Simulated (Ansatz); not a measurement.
Consider HgS in the zinc blende structure (space group F-43m, No. 216; a = 5.876 Å). Axes: x, y, z lie along the cube axes.

The values are results of PBEsol/PAW in Ansatz (a quantum-chemistry and plane-wave program), scalar-relativistic without spin-orbit coupling, earlier PAW set, not measurements.

One thing is altered: a free-standing slab of 3 layers (6 atoms, 2 a layer) is cut normal to [110], with 15 Å of vacuum and the in-plane cell held at bulk.

Task: What happens to the change of the spacing d12 from its bulk value of 2.077 Å, excess energy per area of both faces, gap character and valence-band top at Γ?

Result: The change of the spacing d12 from its bulk value of 2.077 Å amounts to -6.6 %; the excess energy per area of both faces (slab less bulk energy over the cell's area: twice a surface energy) comes out as 0.56 J/m² (uncertain by up to 0.04 J/m²); the gap character is direct at Γ; the valence-band top at Γ (three highest levels, from the VBM) amounts to 0.00, -0.67, -0.70 eV.

The excess energy carries the mismatch between the slab's and the bulk's meshes. Spin-orbit coupling, missing from the scalar runs, can matter with Hg. Stability against distortions was not tested. The final runs are not spin-polarised. Labels are those of the standard path for the cell's own space group.
